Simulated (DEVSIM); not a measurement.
System: abrupt InP n-p junction, at 300 K.

```tsv
layer (left to right)	material	thickness (μm)	Nd (cm⁻³)	Na (cm⁻³)	τn (s)	τp (s)
1	InP	1.70	6.2e15	-	1.1e-9	1.1e-9
2	InP	95.0	-	3.1e15	3.3e-9	1.1e-9
```

Left contact: ohmic. Right contact: ohmic. Voltage is applied to the left contact. Recombination: SRH at mid-gap, Auger. Mobility is constant in doping.

The device is made up for the run: typed textbook-type constants, with dimensions and the other settings drawn at random. Values at 300 K.

| parameter | InP |
|---|---|
| gap (eV) | 1.344 |
| affinity (eV) | 4.38 |
| permittivity | 12.5 |
| Nc (cm⁻³) | 5.7e17 |
| Nv (cm⁻³) | 1.1e19 |
| μn (cm²/Vs) | 5200 |
| μp (cm²/Vs) | 170 |
| Cn (cm⁶/s) | 9e-31 |
| Cp (cm⁶/s) | 9e-31 |

DEVSIM, 1D drift-diffusion, Boltzmann statistics, complete ionisation; no tunnelling, impact ionisation, image-force lowering or self-heating.

Question: Tabulate band edges, carrier densities and field at 2.0 V on the left contact.

Answer: Energies count from the Fermi level of the right contact; mesh points crowd at the junctions.

| x (μm) | Ec (eV) | Ev (eV) | n (cm⁻³) | p (cm⁻³) | field (V/cm) |
|---|---|---|---|---|---|
| 0.000 | -1.883 | -3.227 | 6.2e15 | < 1e2 | ≈ 0 |
| 0.03930 | -1.883 | -3.227 | 6.2e15 | < 1e2 | ≈ 0 |
| 0.1411 | -1.883 | -3.227 | 6.2e15 | < 1e2 | ≈ 0 |
| 0.4047 | -1.883 | -3.227 | 6.2e15 | < 1e2 | ≈ 0 |
| 1.223 | -1.870 | -3.214 | 3.7e15 | < 1e2 | 2400 |
| 1.531 | -1.452 | -2.796 | 3.6e8 | 300 | 27000 |
| 1.653 | -1.056 | -2.400 | 970 | 9400 | 38000 |
| 1.705 | -0.844 | -2.188 | 650 | 12000 | 42000 |
| 1.754 | -0.645 | -1.989 | 610 | 15000 | 40000 |
| 1.885 | -0.166 | -1.510 | 500 | 25000 | 34000 |
| 2.232 | 0.737 | -0.607 | < 1e2 | 6.9e8 | 18000 |
| 3.727 | 1.133 | -0.211 | < 1e2 | 3.1e15 | ≈ 0 |
| 7.135 | 1.133 | -0.211 | < 1e2 | 3.1e15 | ≈ 0 |
| 16.21 | 1.133 | -0.211 | < 1e2 | 3.1e15 | ≈ 0 |
| 52.92 | 1.133 | -0.211 | < 1e2 | 3.1e15 | ≈ 0 |
| 80.27 | 1.133 | -0.211 | < 1e2 | 3.1e15 | ≈ 0 |
| 90.79 | 1.133 | -0.211 | < 1e2 | 3.1e15 | ≈ 0 |
| 94.50 | 1.133 | -0.211 | < 1e2 | 3.1e15 | ≈ 0 |
| 96.12 | 1.133 | -0.211 | < 1e2 | 3.1e15 | ≈ 0 |
| 96.50 | 1.133 | -0.211 | < 1e2 | 3.1e15 | ≈ 0 |
| 96.64 | 1.133 | -0.211 | < 1e2 | 3.1e15 | ≈ 0 |
| 96.70 | 1.133 | -0.211 | < 1e2 | 3.1e15 | ≈ 0 |
